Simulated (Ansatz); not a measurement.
Take ZnS (space group P4_2/mnm, No. 136; a = 6.5179 Å, c = 3.8080 Å; a hypothetical phase, not in the database extracts checked) as the base.

Levels (all Ansatz, an electronic-structure program, PAW): PBEsol (420 eV, without spin-orbit coupling); HSE06 (420 eV, spin-orbit coupling left out).

Its gap is 2.24 eV with PBEsol and 3.60 eV with HSE06.

Modification: a hydrostatic pressure of 7.5 GPa.

With PBEsol the gap becomes 2.57 eV.

### Question
If the HSE06 correction stayed the same, what would the HSE06 gap be, and what does the HSE06 run give?

### Answer
A rigid correction of +1.36 eV gives 3.93 eV. The HSE06 run gives 3.97 eV, so the correction itself changes by +0.04 eV.

Single points use the geometry relaxed with PBEsol. Load acts through the strain it causes; cell and atoms are relaxed under it. Stability against distortions was not tested. Competing high-pressure phases were not computed.
